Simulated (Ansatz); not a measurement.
Given:

```xyz
5
Lattice="3.9643 0.0000 0.0000 0.0000 3.9643 0.0000 0.0000 0.0000 4.0960" Properties=species:S:1:pos:R:3 pbc="T T T"
Ba     1.9821     1.9821     2.3989
Ti     0.0000     0.0000     0.4180
O      0.0000     1.9821     0.2549
O      1.9821     0.0000     0.2549
O      0.0000     0.0000     2.2438
```

These are PBEsol with spin-orbit coupling, rigid bands (plane waves, PAW; Ansatz, a first-principles code) values and carry that method's errors. Condition of this run: hydrostatic pressure -2 GPa (the target of the relaxation). How the cell was made: cell and atoms relaxed with PBEsol, then loaded as said.

Question: What conductivity effective mass do dilute electrons have at 300 K?

Answer: 0.44 (x), 0.44 (y), 10.6 (z) mₑ.

Question: And the band gap?

Answer: 1.84 eV at this level; semilocal functionals usually fall short of the measured gap.

Rigid bands, one relaxation time for all states, no polarons.
